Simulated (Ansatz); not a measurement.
**Bulk modulus of ZrGeSe (P4/nmm, No. 129, 6 atoms in the cell; start mp-4878) at several levels of theory**

No measured value is used here.

```csv
level (code),value (GPa),cell (Å³/atom)
LDA (Ansatz),125,18.25
PBEsol (Ansatz),118,18.66
r²SCAN (Ansatz),?,19.29
```

Q: Some entries are withheld; supply them.

A: 
- r²SCAN (Ansatz, a program for electronic structure), value (GPa): 110

LDA, PBEsol, r²SCAN: the bulk modulus is −V dP/dV from two relaxed cells at ±2 % in volume. LDA, PBEsol, r²SCAN: the relaxation could not lower the start's symmetry, so the cell can be a saddle point above a distorted one. Each level is taken at its own relaxed cell. Cutoffs differ between the levels. Ansatz's density-functional and Hartree–Fock values are scalar-relativistic unless marked +SOC, with PAW data made under PBE.

A start named mp-… is a Materials Project structure, which need not be a measured phase.
